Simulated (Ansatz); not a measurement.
# One base run on Ba₂YCo₃O₈ (P4/mmm, 14 atoms in the cell) and variants with one or two settings moved

```
Ba2YCo3O8
1.0
    3.95275     0.00000     0.00000
    0.00000     3.95275     0.00000
    0.00000     0.00000    12.21986
Ba Y Co O
2 1 3 8
Direct
  0.00000   0.00000   0.16765
  0.00000   0.00000   0.83235
  0.00000   0.00000   0.50000
  0.50000   0.50000   0.33886
  0.50000   0.50000   0.66114
  0.50000   0.50000   0.00000
  0.50000   0.00000   0.38240
  0.50000   0.00000   0.61760
  0.00000   0.50000   0.38240
  0.00000   0.50000   0.61760
  0.00000   0.50000   0.00000
  0.50000   0.00000   0.00000
  0.50000   0.50000   0.19154
  0.50000   0.50000   0.80846
```
Moments meant for the start (each program seeds them in its own way; μB, in the order of the atoms Ba Ba Y Co Co Co O O O O O O O O): 0.0 0.0 0.0 3.0 3.0 3.0 0.0 0.0 0.0 0.0 0.0 0.0 0.0 0.0.

Base run A: LDA (PW92)+U, default PAW files made with PBE (Ansatz, a first-principles code), self-consistent single point.

Its settings: basis.ecutwfc = 30.9 Ry; kpoints.mp_grid.grid = 5 5 2; hamiltonian.xc = lda; hamiltonian.pseudopotentials = {kind: paw} (the program's default PAW files); hamiltonian.hubbard.sites = [{species: Co, l: d, u_eff: 3.32}] eV; magnetization.spin_polarized = true; scf.occupations.method = gaussian; scf.occupations.width = 0.01 Ry.

The starting cell comes from a database of computed structures (which also holds hypothetical and non-ambient phases and stackings), without a prior relaxation at this level. Its lattice was rescaled by a random factor within 2.5 % of one. The magnetic order is the one reached from the typed start; others were not searched systematically. With U or open f shells several self-consistent states can exist. The program warned that, by what it read of turns of the moments, another magnetic order lies lower. In the base run, with a pressure of about -14 GPa the cell is away from its equilibrium volume at this level. Ansatz's pressure includes its estimate of the finite-basis (Pulay) stress.

ΔF is the free energy per atom less that of run A. 

These are the values that this program gave, and no reference: magnets with a U can end in a higher state.

```csv
run,"kpoints.mp_grid.grid, scf.occupations.width",ΔF (meV/atom),pressure (GPa),largest force (eV/Å),size of the net moment (μB/atom),Hubbard energy (eV/atom)
A,"5 5 2, 0.01 Ry",0.00,-14.22,0.580,0.74,0.298
B,"4 4 2, 0.01 Ry",1.94,-14.08,0.626,0.74,0.293
C,"5 5 2, 0.0037 Ry",1.12,-14.22,0.567,0.74,0.299
```

Run B against A: The free energy rises by 1.9 meV/atom, the pressure goes from -14.22 to -14.08 GPa, the largest force goes from 0.580 to 0.626 eV/Å and the size of the net moment stays at 0.74 μB/atom.

Run C against A: The free energy goes up by 1.1 meV/atom, the pressure stays at -14.22 GPa, the largest force goes from 0.580 to 0.567 eV/Å and the size of the net moment stays at 0.74 μB/atom.

Left out of this page: 6 runs of the series unsound by tests on forces, stress, charge or solver warnings.

Keys are those of Ansatz 0.2.
